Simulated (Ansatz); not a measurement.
The parent structure is CdF$_{2}$ in the fluorite structure (space group Fm-3m, No. 225).

```
CdF2
1.0
    0.00000     2.69198     2.69198
    2.69198     0.00000     2.69198
    2.69198     2.69198     0.00000
Cd F
1 2
Direct
  0.00000   0.00000   0.00000
  0.25000   0.25000   0.25000
  0.75000   0.75000   0.75000
```

Cartesian axes are those of the cell as printed.

Calculations: Ansatz (an electronic-structure program), PBEsol, PAW, cutoff 420 eV, without spin-orbit coupling.

Strains are applied to the cell and any free atomic positions relax; under biaxial strain the out-of-plane vector relaxes too.

One change was made to it. Results:

The energy grows by 9.7 meV/atom; the band gap drops by 0.175 eV (2.94 eV → 2.77 eV).

### Question
Which of these changes matches the shifts?
(A) biaxial strain +2.50 %, plane normal [001], relaxed out of plane
(B) biaxial strain −3.00 %, plane normal [001], relaxed out of plane
(C) biaxial strain −2.50 %, plane normal [001], relaxed out of plane
(D) biaxial strain +3.00 %, plane normal [001], relaxed out of plane
(E) biaxial strain +0.50 %, plane normal [001], relaxed out of plane

### Answer
A, biaxial strain +2.50 %, plane normal [001], relaxed out of plane. For comparison, the band gap in the other runs: biaxial strain +0.50 %, plane normal [001], relaxed out of plane gives 2.92 eV; biaxial strain −3.00 %, plane normal [001], relaxed out of plane gives 2.98 eV; biaxial strain +3.00 %, plane normal [001], relaxed out of plane gives 2.72 eV; biaxial strain −2.50 %, plane normal [001], relaxed out of plane gives 2.98 eV.

Whether these cells are dynamically stable was not tested.
